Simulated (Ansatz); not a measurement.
## Hypothetical Pm-3n GaN, pressure series

Base system: GaN (space group Pm-3n, No. 223; a = 5.513 Å; a hypothetical phase, not in the database extracts checked).

Cell and atoms are relaxed at each pressure.

The values are results of PBEsol/PAW in Ansatz (a program for electronic structure), no spin-orbit coupling, not measurements.

```csv
pressure (GPa),volume per atom (Å³/atom)
-2,14.159
-1,14.060
0,13.964
0.3,13.937
0.7,?
1.5,13.829
3,13.698
5,13.534
7.5,13.343
```

Fit the third-order Birch–Murnaghan form P(V) = (3B₀/2)[(V₀/V)^(7/3) − (V₀/V)^(5/3)]·[1 + (3/4)(B₀′ − 4)((V₀/V)^(2/3) − 1)] (squares taken in P) to the rows shown and predict the withheld row.

Least squares on the printed values gives V₀ = 13.965 Å³/atom, B₀ = 149 GPa, B₀′ = 4.3; this predicts 13.900 Å³/atom, and the run gives 13.901 Å³/atom, in agreement.

Load acts through the strain it causes; cell and atoms are relaxed under it. Stability against distortions was not tested. Competing high-pressure phases were not computed.
